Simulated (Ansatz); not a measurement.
MgO (Pm-3n, No. 223, 12 atoms in the cell; start mp-1101930; a measured phase of this formula has another space group) was calculated with r²SCAN+rVV10 in Ansatz (PAW).

Run with plane-wave cutoff 560 eV, 6×6×6 k mesh, Fermi–Dirac smearing 0.01 eV, scalar-relativistic PAW data made under PBE.

Cell (relaxed at this level):

```
CELL_PARAMETERS angstrom
      5.56535     0.00000     0.00000
      0.00000     5.56535     0.00000
      0.00000     0.00000     5.56535
ATOMIC_POSITIONS crystal
  Mg 0.25000 0.00000 0.50000
  Mg 0.75000 0.00000 0.50000
  Mg 0.50000 0.75000 0.00000
  Mg 0.50000 0.25000 0.00000
  Mg 0.00000 0.50000 0.75000
  Mg 0.00000 0.50000 0.25000
  O  0.25000 0.50000 0.00000
  O  0.75000 0.50000 0.00000
  O  0.00000 0.75000 0.50000
  O  0.00000 0.25000 0.50000
  O  0.50000 0.00000 0.75000
  O  0.50000 0.00000 0.25000
```

Question: What does this level give for the band gap?

Answer: 
- band gap = 3.29 eV (direct)

Static lattice: no zero-point or thermal effects.

Computing time: about 30 core-seconds (a rough figure).

A start named mp-… is a Materials Project structure, which need not be a measured phase.

Ansatz is a program for electronic structure.
